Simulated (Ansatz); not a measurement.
SnO (model structure, started from the alpha GeTe type, R3m, No. 160, 2 atoms in the cell), treated with PBEsol (plane waves, PAW; Ansatz, a program for electronic structure).

Settings: plane-wave cutoff 500 eV, 14×14×14 k mesh, Fermi–Dirac smearing 0.05 eV, scalar-relativistic PAW data made under PBE.

Cell (relaxed at this level):

```cif
data_OSn
_chemical_formula_sum 'Sn1 O1'
_space_group_name_H-M_alt 'P 1'
_space_group_IT_number 1
_cell_length_a 4.35630
_cell_length_b 4.35630
_cell_length_c 4.35630
_cell_angle_alpha 44.836
_cell_angle_beta 44.836
_cell_angle_gamma 44.836
loop_
_space_group_symop_operation_xyz
  'x, y, z'
loop_
_atom_site_label
_atom_site_type_symbol
_atom_site_fract_x
_atom_site_fract_y
_atom_site_fract_z
_atom_site_occupancy
Sn1 Sn 0.78844 0.78844 0.78844 1
O1 O 0.21156 0.21156 0.21156 1
```

**Question.** Give the computed band gap.

**Answer.** 
- band gap = 0.29 eV (on the SCF k mesh)

Note: the relaxation could raise the start's symmetry but not lower it, so the cell can be a saddle point; the cell has widely spaced layers and the level no dispersion term, so their spacing and the moduli can rest on weak binding.

Spin–orbit coupling is not included.

Computing time: about 6 core-minutes (a rough figure).

A model structure was made by putting elements into a prototype or built by hand; it is no filed structure, need not be a known phase, and can be a saddle point held by its symmetry.
